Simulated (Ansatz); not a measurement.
Take KH in the zinc blende structure (space group F-43m, No. 216; a = 6.209 Å; a hypothetical phase, not in the database extracts checked) as the base.

(Cell as relaxed with PBE.)

Levels (all Ansatz, a first-principles code, PAW): PBE (420 eV, spin-orbit coupling left out); PBEsol (420 eV, spin-orbit coupling left out).

Each level relaxes its own structure.

| quantity | PBE | PBEsol |
|---|---|---|
| volume per atom | 29.93 Å³ | 28.74 Å³ |
| lattice parameter a | 6.209 Å | 6.126 Å |
| band gap | 3.64 eV | 3.54 eV |
| gap character | indirect, X → L | indirect, X → L |
| electron mass | 1.2 mₑ along k, 1.3 mₑ across | 1.1 mₑ along k, 1.3 mₑ across |

PBE's volume per atom lies 1.19 Å³ above PBEsol's (4.1 %); PBE's lattice parameter a lies 0.083 Å above PBEsol's (1.4 %); PBE's band gap lies 0.10 eV above PBEsol's; the two agree on the gap character. Neither level is exact; PBEsol is the comparison here, not a measurement.

Masses are band curvatures over ±0.01 Å⁻¹ around the edge. Along k means along the line from Γ to the band edge. Gaps are Kohn–Sham eigenvalue differences; semilocal functionals usually give less than the measured gap. No phonon test of stability was made.
